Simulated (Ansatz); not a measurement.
# silicon: the defect S_Si+S_Si

All values below come from PBE, PAW (plane waves to 420 eV; Ansatz, a quantum-chemistry and plane-wave program). The supercell holds 64 host sites (2×2×2 repeats of the unit cell), with a 2×2×2 shifted k-point sampling for the final energies. Sites at the start: the Si site; Si 2.37 Å away. Energies of charged states are corrected for periodic images (point charge plus alignment at distant sites). Dielectric constants: PBE linear response of the host. Host gap at this level: 0.61 eV. A cell of this size leaves errors of a few tenths of an eV. PBE underestimates the host's gap, which shifts levels and can delocalise carriers. Spin–orbit coupling is left out. Each state is the lowest found from its start.

Formation energies E_f are given with the Fermi level at the valence-band maximum. Chemical conditions: impurity bounded by its compound with the host (Δμ(Si) = 0.00 eV, Δμ(S) = -1.03 eV, bounded by SiS2 (Ibam); only phases computed here count, gases as isolated molecules at 0 K). Reference phases: S: S8 molecule in a box, Si: silicon.

| charge | moment (μB) | point group | largest move off a lattice site (Å) | image correction with alignment (eV) | E_f, impurity bounded by its compound with the host (eV) |
|---|---|---|---|---|---|
| +2 | not spin-polarised | D3d | 0.37 | 0.49 | 1.94 |
| +1† | fractional | – | 0.38 | 0.13 | – |
| 0† | not spin-polarised | – | 0.39 | 0.00 | 2.76 |

† Not settled in this cell, so no level is given: charge +1: fractional moment, a level filled in part, carriers not clearly localised; charge 0: carriers not clearly localised, level within 0.1 eV of a band edge or past it.

Point groups are those of the whole cell at tolerances of 0.03 and 0.1 Å ("near" where only the looser one holds); none is given for unsettled states.

Starting moments that weren't kept: charge +1 began with 1 μB and ended with 0.3.

All states together cost around 40 core-minutes (rough).
